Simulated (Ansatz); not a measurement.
Ni_Zn in zinc-blende ZnS: one set of geometries, relaxed with PBE, evaluated in Ansatz (PAW, plane waves to 420 eV, 500 eV under r2SCAN) with PBE, r2SCAN.

Cell and caveats: 64-site cell; 2×2×2 shifted k-points; start: the Zn site; charged states image-corrected; no Hubbard U; finite-size errors of tenths of an eV.

```
quantity                                                              PBE       r2SCAN
-------------------------------------------------------------------  ----  -----------
host gap (eV)                                                        2.01         2.56
ε(+1/0) above the VBM (eV)                                           0.22  not settled
ε(0/−1) above the VBM (eV)                                           1.42         1.87
neutral formation energy against fcc Ni, ferromagnetic, hcp Zn (eV)  1.81         1.54
largest moment on one atom at charge 0 (μB)                          1.27         1.47
largest moment on one atom at charge −1 (μB)                         0.80         0.89
```

PBE narrows the gap by 0.55 eV against r2SCAN, the highest level run, and puts the level shown 0.45 eV lower above the valence-band maximum (from the rounded values).

Ansatz is a quantum-chemistry and plane-wave program.
